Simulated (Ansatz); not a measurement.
An Ansatz (a first-principles code) run: PbS; plane-wave PAW DFT at the PBEsol level (Ansatz, 420 eV), no SOC.

Input:

Ansatz 0.2 input:
```yaml
crystal:
  lattice:
    - [0, 2.9513505305, 2.9513505305]
    - [2.9513505305, 0, 2.9513505305]
    - [2.9513505305, 2.9513505305, 0]
  atoms:
    - { symbol: Pb, position: [0.5, 0.5, 0.5] }
    - { symbol: S, position: [0, 0, 0] }
basis: { ecutwfc: 420, ecutrho_ratio: 4, xc_grid: 2, fft_grid_basis: typed }
kpoints: { mp_grid: { grid: [10, 10, 10] } }
hamiltonian:
  xc: pbesol
  dispersion: none
  pseudopotentials: { kind: paw }
scf: { occupations: { method: fermi_dirac, width: 0.05 }, convergence: { dr2_threshold: 0.0000000002 } }
output: { forces: true, stress: true }
```

Output:

```
WARN ansatz: RAYON_NUM_THREADS=2 ignored (pool sized by the plan → 2); use --threads N
Pseudopotentials: kind: paw
Pseudopotential: Pb, paw, valence charge 14
Pseudopotential: S, paw, valence charge 6
Functional definition: PBEsol
Crystal: 2 atoms, lattice volume = 51.415 Å³
Basis set: ecut = 420 eV, 965 PW (Γ), exchange–correlation on 60×60×60 points (8 copies of the dense FFT grid, shifted against one another)
Bands: 14, of which v1, the nominal top of the filled ones, is band 10 counted from 1 (9 counted from 0)
Symmetry: 48 space group operations
Space group: Fm-3m (ITA 225), of the structure as read, at distance tolerance 3.7e-5 Å
k-points: 47 of 1000
PAW frozen core: Pb, regenerated for the run's functional, and the local potential with it
PAW frozen core: S, regenerated for the run's functional, and the local potential with it
Initial density: superposition of atomic densities (neutral atoms: chi_scale 0, normalization atom), corrected by the library's trained network
Initial wavefunctions: pseudopotential atomic-orbital guess
Eigensolver: davidson
Functional: x = pbesol(κ = 0.804, μ = 0.12345679012345678), c = pbesol(β = 0.046)
SCF iter   1: F=—  HF=-12640.931676 eV  |F-HF|=—  |Δ(HF+E_count)|=         —  Δρ=4.19e-3  dr2=1.71e-2  ethr=1.77e-3  ⟨swp⟩=6.3  Hψ=3921  notcnv=0
all-band conjugate gradients solve this SCF's bands
preconditioner: auto → none
SCF iter   2: F=—  HF=-12640.926067 eV  |F-HF|=—  |Δ(HF+E_count)|=   5.61e-3  Δρ=1.77e-3  dr2=3.13e-3  ethr=8.55e-5  ⟨swp⟩=1.6  Hψ=1102  notcnv=0
SCF iter   3: F=—  HF=-12640.925257 eV  |F-HF|=—  |Δ(HF+E_count)|=   8.10e-4  Δρ=2.53e-4  dr2=4.01e-5  ethr=1.57e-5  ⟨swp⟩=2.0  Hψ=822  notcnv=0
SCF iter   4: F=—  HF=-12640.925260 eV  |F-HF|=—  |Δ(HF+E_count)|=   2.66e-6  Δρ=1.96e-4  dr2=2.20e-5  ethr=2.00e-7  ⟨swp⟩=2.0  Hψ=1129  notcnv=0
SCF iter   5: F=—  HF=-12640.925249 eV  |F-HF|=—  |Δ(HF+E_count)|=   1.10e-5  Δρ=5.24e-5  dr2=1.61e-6  ethr=1.10e-7  ⟨swp⟩=2.0  Hψ=990  notcnv=0
SCF iter   6: F=—  HF=-12640.925246 eV  |F-HF|=—  |Δ(HF+E_count)|=   2.63e-6  Δρ=5.91e-6  dr2=1.90e-8  ethr=8.03e-9  ⟨swp⟩=2.0  Hψ=1048  notcnv=0
SCF iter   7: F=-12640.925246 eV  HF=-12640.925246 eV  |F-HF|=9.28e-11  |Δ(HF+E_count)|=   3.77e-9  Δρ=4.21e-7  dr2=1.31e-10  ethr=1.00e-12  ⟨swp⟩=4.0  Hψ=3054  notcnv=0
SCF 1 converged in 7 iterations: F = -12640.925246 eV  dr2 = 1.31e-10
SCF converged after 7 iterations
Free energy (F): -12640.925246 eV
Harris-Foulkes:  -12640.925246 eV  (|F-HF|=9.28e-11)
Internal energy: -12640.924941 eV  (E = F + TS)
E sigma→0 (E₀):  -12640.925094 eV
Entropy (-TS):   -0.000305 eV (-0.153 meV/atom)
Fermi energy:    8.662711 eV
--- Per-component energies (eV) ---
  E_band       = -53.721495
  E_kinetic    = 393.580413
  E_local      = -1211.900194  (includes V_loc(G=0)·N_el)
  E_nonlocal   = 380.824076
  E_hartree    = 470.302824
  E_xc         = -315.667489
  E_vxc        = -220.595821  (∫ρ·V_xc dr)
  E_paw        = -10837.448704  (= ΣΔE_a)
  E_vpaw       = -336.235223  (= ΣTr[D̂ρ^β])
  E_aug_tail   = 0.000049  (compensation charges beyond the density's cutoff)
  E_ewald      = -1520.739982
  E_core_change = 0.124066  (= ΣΔE_core)
  E_smearing   = -0.000305  (= −TS)
  E_closure    = 0.000000  (closes the sum)
  Σ components = -12640.925246   (vs F -12640.925246, Δ=0.00e0)
  [band-id]    e_kinetic+e_local+e_nonlocal+2·e_hartree+e_vxc+e_vpaw+e_augmentation_tail = -53.721053   (vs E_band -53.721495, Δ=4.43e-4)
--- Forces (eV/Å), atoms counted from 1 ---
  atom   1  Pb     0.00000000    -0.00000000     0.00000000
  atom   2  S     -0.00000000     0.00000000     0.00000000
  max |Σ_I F_I| component: 6.12e-29 eV/Å
--- Stress (GPa, compression-positive) ---
       -0.000667      -0.000000       0.000000
       -0.000000      -0.000667       0.000000
        0.000000      -0.000000      -0.000667
  P = ⅓ Tr σ = -0.0007 GPa (-0.007 kbar)
  The stress holds the Pulay correction. Without it, at fixed plane waves, as pw.x and ABINIT print it: P = -0.0147 GPa
  The stress includes an estimate of the error left by incomplete SCF convergence (largest component -0.0004 GPa).
--- Band table ---
  band table: none
```

With Pb present, leaving out spin-orbit coupling can change the band edges. No phonon test of stability was made. The base started in P3_121 and relaxed to Fm-3m at this level. The cell is PbS in the rock salt structure (space group Fm-3m, No. 225).
